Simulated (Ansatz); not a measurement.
The starting structures come from a database of crystals and need not be the phases stable at ambient conditions.

By PBEsol, the system below comes out a metal.

The ballistic (Sharvin) conductance counts the channels at the Fermi level: G/A = (e²/h) × channels of both spins per area.

```
CELL_PARAMETERS angstrom
      3.04211     0.00000     0.00000
     -1.52105     2.63454     0.00000
      0.00000     0.00000     2.70297
ATOMIC_POSITIONS crystal
  B  0.00000 0.00000 0.50000
  Ir 0.66667 0.33333 0.00000
```

Space group of this cell: P-6m2. The cell is taken as given; by PBEsol its mean pressure is -5.5 GPa.

The current flows along the normal of the first two printed cell vectors, the (001) plane of the conventional cell. No spin-orbit coupling; the value is a mean over 0.1 eV about the Fermi level.

### Question
Give the ballistic conductance per area that PBEsol (Ansatz, a quantum-chemistry and plane-wave program) yields.

### Answer
0.46 × 10¹⁵ S/m² for both spins.
